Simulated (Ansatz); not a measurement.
An Ansatz (a quantum-chemistry and plane-wave program) input (plane-wave PAW DFT at the PBE level (Ansatz, 420 eV), spin-orbit coupling left out, earlier PAW set):

Ansatz 0.2 input:
```yaml
crystal:
  lattice:
    - [-2.6397459581, 2.6397459581, 2.6397459581]
    - [2.6397459581, -2.6397459581, 2.6397459581]
    - [2.6397459581, 2.6397459581, -2.6397459581]
  atoms:
    - { symbol: K, position: [0, 0, 0] }
basis: { ecutwfc: 420, ecutrho_ratio: 4, xc_grid: 2, fft_grid_basis: typed }
kpoints: { mp_grid: { grid: [13, 13, 13] } }
hamiltonian:
  xc: pbe
  dispersion: none
  pseudopotentials: { azcp: { folder: ./paw }, kind: paw }
scf: { occupations: { method: fermi_dirac, width: 0.05 }, convergence: { dr2_threshold: 0.0000000001 } }
output: { forces: true, stress: true }
```

Q: Which symmetry and how many k-points will the program report, and about how many plane waves at Γ?

A: Space group Im-3m (ITA 229) with 48 operations, k-points 84 of 2197, and 1433 plane waves at Γ.

Stability against distortions was not tested. The cell is K in the bcc (W type) structure (space group Im-3m, No. 229).
